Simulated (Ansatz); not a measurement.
Structure of amorphous La6B18O36 (periodic cell):

```xyz
60
Lattice="8.8862 0.0928 -0.2711 0.0928 9.7664 0.3175 -0.2711 0.3175 8.9512" Properties=species:S:1:pos:R:3 pbc="T T T"
La     4.4615     0.7531     3.9993
La     4.4769     5.3546     6.7091
La     7.7520     8.0407     5.0984
La     1.7918     2.0458     1.2444
La     8.0150     8.7625     1.3736
La     2.2360     6.7334     3.1055
B      8.7123     4.7440     0.2971
B      1.3048     6.0665     6.5624
B      7.1930     2.1870     1.5892
B      6.8494     0.4662     6.8208
B      1.5073     3.6090     6.0617
B      4.1903     0.3419     0.2831
B      3.6328     4.2855     3.5996
B      6.0357     3.6357     3.2473
B      6.1387     2.6737     8.1254
B      6.8394     6.7889     8.1368
B      0.3161     9.9852     8.2644
B      3.1762     1.9630     7.0129
B      1.1025     9.8801     4.0578
B      5.0255     7.5844     0.4796
B      0.6200     1.4089     5.7656
B      2.5478     6.7716     8.7622
B      5.0358     8.0569     3.0013
B      7.6885     5.4189     2.6086
O      4.0082     0.6642     1.5797
O      2.1538     5.9765     7.6571
O      2.6892     4.1632     2.6577
O      8.0095     6.1042     8.4058
O      4.6680     7.3265     1.8841
O      6.3737     6.8133     6.8422
O      6.5625     4.9011     3.3097
O      2.6317     3.3105     6.8228
O      4.1039     8.1382     4.0160
O      3.6280     5.3034     4.5323
O      8.1798     4.6419     1.5918
O      6.7192     2.5028     2.8766
O      8.2400     1.3440     1.4861
O      3.3680     1.6852     8.3718
O      2.0137     0.9062     3.3461
O      0.6810     1.2264     7.1223
O      0.6613     3.6974     0.1557
O      3.9138     7.0334     8.5894
O      1.0198     4.8729     5.9055
O      0.2739     0.3656     4.9333
O      0.8525     2.6612     5.3013
O      3.4271     1.1909     5.9789
O      0.9255     7.2158     5.9997
O      6.4091     9.9994     5.9432
O      6.6196     1.3984     7.8061
O      6.4686     7.1278     0.2468
O      2.0414     6.7429     0.8469
O      4.7369     3.3666     3.6698
O      8.2475     6.5975     2.9716
O      1.0972     9.5192     0.5288
O      5.6483     3.5399     7.2245
O      6.4326     2.6787     0.5316
O      6.2507     8.7273     3.1469
O      4.6468     9.3135     9.0461
O      0.6920     8.7062     3.4624
O      8.0408     9.3505     7.5629
```

The numbers are results of PBE, scalar-relativistic without spin-orbit coupling (plane waves to 420 eV, PAW; Ansatz, a program for electronic structure), not measurements.

It comes from a melt-quench run on a machine-learned potential (CHGNet), relaxed afterwards by DFT. O atoms were pushed apart under 1.9 Å during the dynamics, to hinder bonds among them. The hot cell started wider than the set density and was brought back towards it in steps. It is the lowest in DFT energy of 2 quenches. It is a model cell: composition and starting density were chosen by hand, and all elements were melted together. No dispersion term was used. Its density started from a set value of 3.33 and ended at 3.44 g/cm³. The simulated quench (nominally 300 K/ps over its main leg) is rapid and tends to freeze in more defects than a deposited or slowly cooled glass has. One small periodic cell is one sample of the glass; other quenches scatter about these values. Volume and shape were free in the relaxation.

Bonds are counted up to La-La 3.96 Å, La-B 2.90 Å, La-O 2.98 Å, B-B 1.97 Å, B-O 1.70 Å, O-O 1.58 Å. Two cations that share two anions don't count as bonded, nor two that share one unless they lie closer than La-La 3.85 Å, La-B 2.82 Å, B-B 1.80 Å.

Task: Give the coordination numbers, mean bond lengths and angles.

Result: 
The mean coordination of La by anions is 7.00 (1 with 6, 4 with 7, 1 with 8). The mean coordination of B by anions is 3.06 (17 with 3, 1 with 4), the mean coordination of O is 2.69 (15 with 2, 17 with 3, 4 with 4) and the mean B-O bond is 1.390 Å (spread 0.044 Å, 55 counted). The mean La-O bond is 2.547 Å (spread 0.164 Å, 42 counted), the bond angle at La is mean 100.2°, spread 31.1° and the bond angle at B is mean 118.8°, spread 6.1°. The bond angle at O is mean 118.2°, spread 17.9°.

Task: List the pairs of like atoms that count as bonded by the rules above.

Result: There are none by these rules.
